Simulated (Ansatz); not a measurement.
Worked example: self-consistent single point of a (111) slab of CoSi2 (cut from a parent of space group no. 225; 9 atoms in the cell) in Ansatz (a first-principles code).

Computed with PBEsol, default PAW files made with PBE (plane waves; Ansatz).

```
CELL_PARAMETERS angstrom
      3.77872     0.00000     0.00000
      1.88936     3.27247     0.00000
      0.00000     0.00000    21.71330
ATOMIC_POSITIONS crystal
  Co 0.00000 0.00000 0.35790
  Co 0.33333 0.33333 0.50000
  Co 0.66667 0.66667 0.64209
  Si 0.66667 0.66667 0.32238
  Si 0.33333 0.33333 0.39343
  Si 0.00000 0.00000 0.46448
  Si 0.66667 0.66667 0.53552
  Si 0.33333 0.33333 0.60657
  Si 0.00000 0.00000 0.67762
```

Reference input (self-consistent single point, DFT, PBEsol, plane waves, default PAW files made with PBE): basis.ecutwfc = 420 eV; kpoints.mp_grid.grid = 9 9 1; hamiltonian.xc = pbesol; hamiltonian.pseudopotentials = {kind: paw} (the program's default PAW files); scf.occupations.method = fermi_dirac; scf.occupations.width = 0.1 eV. This run's input differs from it in these lines:

Ansatz 0.2 input:
```diff
@@ -16,3 +16,3 @@
 basis:
-  ecutwfc: 420.0
+  ecutwfc: 355.0
 kpoints:
```

Output (repeated stretches shortened):

```
SCF iter   1: F=—  HF=-19010.321709 eV  |F-HF|=—  |Δ(HF+E_count)|=         —  Δρ=1.39e-2  dr2=3.88e-1  ethr=1.77e-3  ⟨swp⟩=10.8  Hψ=3075  notcnv=0  defer=3
all-band conjugate gradients solve this SCF's bands
preconditioner: auto → LDOS
SCF iter   2: F=—  HF=-19010.387067 eV  |F-HF|=—  |Δ(HF+E_count)|=   6.54e-2  Δρ=2.66e-2  dr2=1.18e0  ethr=5.18e-4  ⟨swp⟩=2.4  Hψ=1211  notcnv=0  defer=12  recentre
   [... lines left out ...]
SCF iter   6: F=—  HF=-19010.278463 eV  |F-HF|=—  |Δ(HF+E_count)|=   6.46e-4  Δρ=4.45e-4  dr2=4.34e-4  ethr=8.79e-6  ⟨swp⟩=2.2  Hψ=655  notcnv=0  defer=14
SCF iter   7: F=—  HF=-19010.278619 eV  |F-HF|=—  |Δ(HF+E_count)|=   1.56e-4  Δρ=1.33e-4  dr2=2.19e-5  ethr=5.79e-7  ⟨swp⟩=2.1  Hψ=821  notcnv=0  defer=14
SCF iter   8: F=—  HF=-19010.278713 eV  |F-HF|=—  |Δ(HF+E_count)|=   9.38e-5  Δρ=1.69e-5  dr2=3.85e-7  ethr=2.92e-8  ⟨swp⟩=2.4  Hψ=911  notcnv=0  defer=14
SCF iter   9: F=-19010.278717 eV  HF=-19010.278716 eV  |F-HF|=4.01e-7  |Δ(HF+E_count)|=   3.22e-6  Δρ=4.66e-6  dr2=5.25e-8  ethr=1.33e-10  ⟨swp⟩=15.1  Hψ=2987  notcnv=0
SCF 1 converged in 9 iterations: F = -19010.278717 eV  dr2 = 5.25e-8
Free energy (F): -19010.278717 eV
Internal energy: -19010.091743 eV  (E = F + TS)
E sigma→0 (E₀):  -19010.185230 eV
Entropy (-TS):   -0.186974 eV (-20.775 meV/atom)
Fermi energy:    2.577222 eV
--- Forces (eV/Å), atoms counted from 1 ---
  atom   1  Co     0.00000000     0.00000000    -0.36296699
  atom   2  Co     0.00000000     0.00000000     0.00000000
  atom   3  Co     0.00000000    -0.00000000     0.36296699
  atom   4  Si    -0.00000000     0.00000000     0.66592651
  atom   5  Si    -0.00000000     0.00000000    -0.02424714
  atom   6  Si     0.00000000    -0.00000000    -0.32125200
  atom   7  Si    -0.00000000     0.00000000     0.32125200
  atom   8  Si     0.00000000    -0.00000000     0.02424714
  atom   9  Si     0.00000000    -0.00000000    -0.66592651
--- Stress (GPa, compression-positive) ---
       -3.061691      -0.000000       0.000000
       -0.000000      -3.061691       0.000000
        0.000000       0.000000      -1.367524
  P = ⅓ Tr σ = -2.4970 GPa (-24.970 kbar)
  The stress holds the Pulay correction. Without it, at fixed plane waves, as pw.x and ABINIT print it: P = -3.7031 GPa
```

The run converged in 9 iterations. Against the reference run the free energy goes up by 16.8 meV/atom and the largest force hardly changes (0.673 to 0.666 eV/Å).

The starting cell has typed, rounded lattice constants, without a prior relaxation at this level. The slab is cut from that crystal, and its faces are unrelaxed. Its lattice was rescaled by up to half a per cent. Spin polarisation is off. The cutoff lies below the one recommended for these files.
